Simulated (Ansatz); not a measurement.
BaTiO3 under a change: uniaxial strain ε_yy = −2.96 %

Take BaTiO3 (space group P4mm, No. 99; a = 3.955 Å, c = 4.046 Å) as the base. Axes: x, y, z lie along a, b, c of the conventional cell.

Now apply this change: the cell is compressed by 2.96 % along y with no lateral relaxation, atoms relaxed at fixed cell.

Level of theory: Ansatz (a program for electronic structure), PBEsol, PAW, cutoff 420 eV, no spin-orbit coupling, earlier PAW set. Settings: 8×8×8 k-points, 0.05 eV Fermi–Dirac smearing.

| quantity | base | changed | shift |
|---|---|---|---|
| volume per atom | 12.66 Å³ | 12.29 Å³ | -0.37 Å³ |
| space group | P4mm (No. 99) | Pmm2 (No. 25) | – |
| shortest interatomic distance | 1.840 Å | 1.845 Å | +0.005 Å |
| energy relative to the base (free energy F) | 0 meV/atom | +12 meV/atom | +12 meV/atom |
| band gap | 1.85 eV | 1.90 eV | +0.05 eV |
| gap character | – | indirect, R → Γ | – |
| smallest direct gap | 2.22 eV | 2.25 eV | +0.03 eV |
| stress (xx, yy, zz, yz, xz, xy; compression positive) | – | (3.68, 10.38, 3.15, 0.00, 0.00, 0.00) GPa | – |

Cost of the whole job for the changed cell (relaxation, final SCF and bands): very roughly 3 core-minutes.

Stability against distortions was not tested. The final runs are not spin-polarised. Labels are those of the standard path for the cell's own space group.
